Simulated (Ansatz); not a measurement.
A free linear chain of Sc atoms, relaxed period 5.850 Å, atoms relaxed at each strain.

```json
[
 {"strain": "-0.015", "energy (meV a period)": "+5.2", "axial force (nN)": "-0.19"},
 {"strain": "+0.015", "energy (meV a period)": "+4.8", "axial force (nN)": "+0.17"}
]
```

All values below come from PBE (plane waves to 420 eV, PAW; Ansatz, an electronic-structure program). Mesh 1×1×54. Collinear spin, started with parallel moments, and moments remain. Isolated but for its images some 11 Å away. A hypothetical model. Only distortions within the start's symmetry and period were free. Pairing along the axis, which can open a gap, is among the distortions not tried. Fermi–Dirac width 0.02 eV. Buckling under compression is shut out by symmetry and the short period. Energies are free energies at a Fermi–Dirac width of 0.02 eV, from the unstrained cell.

Problem. Work out the axial stiffness dF/dε in two ways.

Solution. From the forces: (+0.17 − (-0.19))/0.030 = 12.0 nN. From the energies: (E₊ + E₋)/(ε² c) = 0.0100 eV/(0.015² × 5.850 Å) = 7.60 eV/Å = 12.2 nN. The two agree to within 2 %.
